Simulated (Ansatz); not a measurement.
A self-consistent single point of Bi2Pt3S2 (I2_13, 14 atoms in the cell) with Ansatz (an electronic-structure program).

Method: LDA (PW92), default PAW files made with PBE (plane waves; Ansatz).

```
CELL_PARAMETERS angstrom
     -4.20555     4.20555     4.20555
      4.20555    -4.20555     4.20555
      4.20555     4.20555    -4.20555
ATOMIC_POSITIONS crystal
  Bi 0.50000 0.00000 0.48640
  Bi 0.01360 0.01360 0.01360
  Bi 0.00000 0.48640 0.50000
  Bi 0.48640 0.50000 0.00000
  Pt 0.25000 0.53670 0.28670
  Pt 0.75000 0.96330 0.21330
  Pt 0.28670 0.25000 0.53670
  Pt 0.21330 0.75000 0.96330
  Pt 0.53670 0.28670 0.25000
  Pt 0.96330 0.21330 0.75000
  S  0.94840 0.50000 0.00000
  S  0.00000 0.94840 0.50000
  S  0.55160 0.55160 0.55160
  S  0.50000 0.00000 0.94840
```

Reference input (self-consistent single point, DFT, LDA (PW92), plane waves, default PAW files made with PBE): basis.ecutwfc = 420 eV; kpoints.mp_grid.grid = 3 3 3; hamiltonian.xc = lda; hamiltonian.pseudopotentials = {kind: paw} (the program's default PAW files); scf.occupations.method = methfessel_paxton; scf.occupations.width = 0.1 eV. This run's input differs from it in these lines:

Ansatz 0.2 input:
```diff
@@ -22,3 +22,3 @@
 basis:
-  ecutwfc: 420.0
+  ecutwfc: 840.0
 kpoints:
```

Output, abridged:

```
SCF iter   1: F=—  HF=-125296.238115 eV  |F-HF|=—  |Δ(HF+E_count)|=         —  Δρ=5.82e-3  dr2=8.85e-2  ethr=1.77e-3  ⟨swp⟩=5.8  Hψ=1725  notcnv=0  defer=9
all-band conjugate gradients solve this SCF's bands
preconditioner: auto → Resta (q_TF=auto, 2.536 Å⁻¹)
SCF iter   2: F=—  HF=-125296.225610 eV  |F-HF|=—  |Δ(HF+E_count)|=   1.25e-2  S|Δr|=    0.00e0  Δρ=3.15e-3  dr2=3.04e-2  ethr=4.61e-5  ⟨swp⟩=2.0  Hψ=548  notcnv=0  defer=12
   [... lines left out ...]
SCF iter   4: F=—  HF=-125296.217464 eV  |F-HF|=—  |Δ(HF+E_count)|=   1.11e-4  S|Δr|=    0.00e0  Δρ=8.97e-5  dr2=2.80e-5  ethr=2.58e-7  ⟨swp⟩=2.0  Hψ=615  notcnv=0  defer=12
SCF iter   5: F=—  HF=-125296.217096 eV  |F-HF|=—  |Δ(HF+E_count)|=   3.68e-4  S|Δr|=    0.00e0  Δρ=1.65e-5  dr2=6.55e-7  ethr=1.46e-8  ⟨swp⟩=2.0  Hψ=599  notcnv=0  defer=12
SCF iter   6: F=-125296.217097 eV  HF=-125296.217097 eV  |F-HF|=2.55e-8  |Δ(HF+E_count)|=   1.09e-7  S|Δr|=    0.00e0  Δρ=4.12e-6  dr2=6.39e-8  ethr=5.21e-11  ⟨swp⟩=11.8  Hψ=2659  notcnv=0
SCF 1 converged in 6 iterations: F = -125296.217097 eV  dr2 = 6.39e-8
Stability not checked (fill_not_monotonic)
Free energy (F): -125296.217097 eV
Internal energy: -125296.210734 eV  (E = F + TS)
E sigma→0 (E₀):  -125296.215506 eV
Entropy (-TS):   -0.006362 eV (-0.454 meV/atom)
Fermi energy:    13.343703 eV
--- Forces (eV/Å), atoms counted from 1 ---
  atom   1  Bi    -0.02172775    -0.02172775     0.02172775
  atom   2  Bi     0.02172775     0.02172775     0.02172775
  atom   3  Bi    -0.02172775     0.02172775    -0.02172775
  atom   4  Bi     0.02172775    -0.02172775    -0.02172775
   [... lines left out ...]
  atom  14  S      0.29183537     0.29183537    -0.29183537
--- Stress (GPa, compression-positive) ---
       -3.148773       0.000000      -0.000000
        0.000000      -3.148773      -0.000000
        0.000000       0.000000      -3.148773
  P = ⅓ Tr σ = -3.1488 GPa (-31.488 kbar)
  The stress holds the Pulay correction. Without it, at fixed plane waves, as pw.x and ABINIT print it: P = -3.1508 GPa
```

The run converged in 6 iterations. Against the reference run the free energy goes down by 1.5 meV/atom, the pressure moves little (-3.14 to -3.15 GPa) and the largest force hardly changes (0.504 to 0.505 eV/Å).

The starting cell comes from a database of published, mostly measured structures (it also holds non-ambient and calculated ones), without a prior relaxation at this level. Spin polarisation is off. Ansatz's pressure includes its estimate of the finite-basis (Pulay) stress.
